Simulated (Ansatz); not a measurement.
Start from CdS in the zinc blende structure (space group F-43m, No. 216; a = 5.824 Å).

All numbers come from PBEsol, PAW, 420 eV (Ansatz, a first-principles code; no SOC).

Before the change:

```
Quantity                  Result
-------------------  -----------
Band gap                 1.01 eV
Lattice parameter a  11.006 bohr
```

Now apply this change: hydrostatic tension (pressure −2 GPa).

### Question
What happens to the band gap and lattice parameter a?

### Answer
The band gap decreases by 0.07 eV, from 1.01 eV to 0.94 eV; the lattice parameter a increases by 0.1303 bohr (11.006 bohr → 11.137 bohr).

Load acts through the strain it causes; cell and atoms are relaxed under it. Stability against distortions was not tested.
